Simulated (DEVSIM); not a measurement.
# abrupt InP p-n junction

Structure: abrupt InP p-n junction, at 300 K.

```csv
layer (left to right),material,thickness (μm),Nd (cm⁻³),Na (cm⁻³),τn (s),τp (s)
1,InP,0.170,-,1.5e17,6.3e-8,6.3e-8
2,InP,130,6.4e15,-,6.3e-8,6.3e-8
```

Left contact: ohmic. Right contact: ohmic. Voltage is applied to the left contact. Recombination: SRH at mid-gap, radiative, Auger. Mobility is constant in doping.

This is a model device: material constants are rounded textbook-type values typed into the input, and sizes, dopings and lifetimes were drawn at random. Values at 300 K.

```tsv
parameter	InP
gap (eV)	1.344
affinity (eV)	4.38
permittivity	12.5
Nc (cm⁻³)	5.7e17
Nv (cm⁻³)	1.1e19
μn (cm²/Vs)	5200
μp (cm²/Vs)	170
B (cm³/s)	1.2e-10
Cn (cm⁶/s)	9e-31
Cp (cm⁶/s)	9e-31
```

Simulated with DEVSIM: 1D drift-diffusion, Boltzmann statistics, complete ionisation; no tunnelling, impact ionisation, image-force lowering or self-heating.

Potential step across the device at zero bias: 1.117 V
Largest field in the device at zero bias: 44000 V/cm
Dark forward voltage at 1 A/cm²: 0.885 V
Dark forward voltage at 100 A/cm²: 1.243 V

Small-signal capacitance in reverse bias (quasi-static):

```
V (V)  C (nF/cm²)
-----  ----------
-0.1         21.6
-0.25        20.4
-0.5         18.7
-0.75        17.3
-1           16.2
-1.5         14.6
-2           13.3
-2.5         12.4
-3.25        11.2
-4           10.4
-5           9.47
```

Dark reverse current:

```csv
V (V),J (A/cm²)
-0.10,-7.0e-11
-0.25,-1.4e-10
-0.50,-2.4e-10
-0.75,-3.3e-10
-1.00,-4.1e-10
-1.50,-5.6e-10
-2.00,-6.8e-10
-2.50,-8.0e-10
-3.25,-9.5e-10
-4.00,-1.1e-9
-5.00,-1.3e-9
```
